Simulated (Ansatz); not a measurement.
Base system: TiO2 in the rutile structure (space group P4_2/mnm, No. 136; a = 4.548 Å, c = 2.917 Å).

Calculations: LDA (Ansatz, a program for electronic structure), no spin-orbit coupling.

Base values:

The valence-band top at Γ comes out as 0.00, -0.47, -0.47 eV.

Perturbation: every lattice vector is stretched by 3.00 %; the atoms relax in the strained cell.

Question: Estimate the effect on the valence-band top at Γ and largest internal atomic displacement.

Answer: The valence-band top at Γ (three highest levels, from the VBM) goes from 0.00, -0.47, -0.47 eV to 0.00, -0.37, -0.37 eV; the largest internal atomic displacement amounts to 0.025 Å.

The levels and masses belong to the bands next to the band gap. Stability against distortions was not tested. All final runs are without spin polarisation.
